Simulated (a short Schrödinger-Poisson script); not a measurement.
**Gated Al0.4Ga0.6N/GaN polarisation-induced gas**

System: gated Al0.4Ga0.6N/GaN polarisation-induced gas, at 77 K.

| layer | material | thickness (nm) | Na (cm⁻³) |
|---|---|---|---|
| 1 | Al0.4Ga0.6N | 30 | - |
| 2 | GaN | 6000 | 2e14 |

The device is made up for the run: typed textbook-type constants, with dimensions and the other settings drawn at random. Al0.4Ga0.6N: permittivity 9.26, conduction-band edge (eV) 0.58, gap (eV) 4.258, electron mass (mₑ) 0.248, Nv at 300 K (cm⁻³) 4.6e19. GaN: permittivity 9.5, conduction-band edge (eV) 0, gap (eV) 3.43, Nv at 300 K (cm⁻³) 4.6e19.

Channel valleys (confinement mass, in-plane density-of-states mass, number): Γ 0.2, 0.2, 1. At the gate the conduction-band edge of layer 1 lies 1.16 eV − eVg above the Fermi level of the channel; the field vanishes at the back. Sheet of polarisation charge: +2e13 e/cm² at 30 nm from the gate. The barrier under the gate holds no holes. Gaps are held at their typed values at every temperature. Mesh 0.08 nm at interfaces.

Solved with a short Schrödinger-Poisson script written for these runs: 1D Poisson equation in equilibrium, electrons quantum, Hartree plus LDA exchange-correlation (BenDaniel-Duke, 40 states a valley, the channel's in-plane mass for all, wave functions free to enter the barrier), parabolic valleys, classical holes, full ionisation, no traps, pinning or gate leakage.

```
Vg (V)  electrons (cm⁻²)  in the channel layer  C (μF/cm²)  Γ E0 (meV)  Γ E1 (meV)
------  ----------------  --------------------  ----------  ----------  ----------
0.5              1.90e13               1.72e13       0.268      -202.1       -24.4
-0.2             1.78e13               1.63e13       0.267      -191.0       -21.4
-0.9             1.66e13               1.54e13       0.266      -179.8       -18.6
-1.6             1.55e13               1.44e13       0.266      -168.4       -15.8
-2.3             1.43e13               1.34e13       0.266      -156.9       -13.2
-3               1.32e13               1.24e13       0.265      -145.3       -10.6
-3.7             1.20e13               1.14e13       0.265      -133.6        -8.0
-4.4             1.08e13               1.04e13       0.264      -121.7        -5.4
-5.1             9.69e12               9.31e12       0.264      -109.6        -2.8
-5.8             8.53e12               8.25e12       0.263       -97.4         0.0
-6.5             7.39e12               7.18e12       0.262       -85.0         3.0
-7.2             6.24e12               6.09e12       0.262       -72.4         6.2
-7.9             5.10e12               5.00e12       0.261       -59.6         9.8
-8.6             3.96e12               3.90e12       0.260       -46.6        13.8
-9.3             2.83e12               2.80e12       0.258       -33.3        17.8
-10              1.71e12               1.69e12       0.256       -19.8        21.2
-10.7            5.99e11               5.98e11       0.249        -4.1        23.9
```

Gate voltages with under 1e6 electrons/cm² are left out.

Subbands count from the Fermi level.
